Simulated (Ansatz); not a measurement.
A 24-atom cell of (Ti,Mo)Si2 started in the TiSi2 (C54) type structure, site fractions Ti 0.500, Mo 0.500, short-range order 0.00 in the first shell of the mixed sites (0 is random, a negative value favours unlike neighbours), space group I2_12_12_1 at the end, an ordered arrangement that its symmetry holds. The mixed sublattice has 8 sites.

The mixing enthalpy is taken against the end members in the TiSi2 (C54) type type (which need not be the stable form of TiSi2 and MoSi2), relaxed in the same cell and mesh.

All values below come from PBE (plane waves to 420 eV, PAW; Ansatz, a first-principles code). Spin–orbit coupling is left out; the runs are not spin-polarised. Its k-point mesh 5×5×5, Fermi–Dirac width 0.05 eV.

| cell | energy at zero smearing (eV) |
|---|---|
| TiSi2 | -30183.703 |
| MoSi2 | -49831.117 |
| MoTiSi4 | -40007.526 |

Work out the mixing enthalpy per mixed site and the interaction parameter Ω of a regular solution.

With x = 4/8 of the second end member, ΔH = [-40007.526 − 4/8 × (-30183.703) − 4/8 × (-49831.117)] / 8 = -14 meV against the separate end members. Ω = ΔH / x(1 − x) = -58 meV.
